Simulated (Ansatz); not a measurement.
Results of PBE0 (Ansatz, an electronic-structure program, plane waves, PAW) for zinc-blende NaF (model structure).

Numerical settings: plane-wave cutoff 500 eV, 8×8×8 k mesh, gaussian smearing 0.02 eV, scalar-relativistic PAW data made under PBE.

Cell (relaxed with r²SCAN):

```xyz
2
Lattice="0.0000 2.5320 2.5320 2.5320 0.0000 2.5320 2.5320 2.5320 0.0000" Properties=species:S:1:pos:R:3 pbc="T T T"
Na     0.0000     0.0000     0.0000
F      1.2660     1.2660     1.2660
```

Question: Give the computed band gap.

Answer: 
band gap: 8.44 eV (on the SCF k mesh)

Note: the relaxation could raise the start's symmetry but not lower it, so the cell can be a saddle point; cell and atoms aren't relaxed at this level (pressure 0.7 GPa).

Computed values are for the static lattice.

A model structure was made by putting elements into a prototype or built by hand; it is no filed structure, need not be a known phase, and can be a saddle point held by its symmetry.
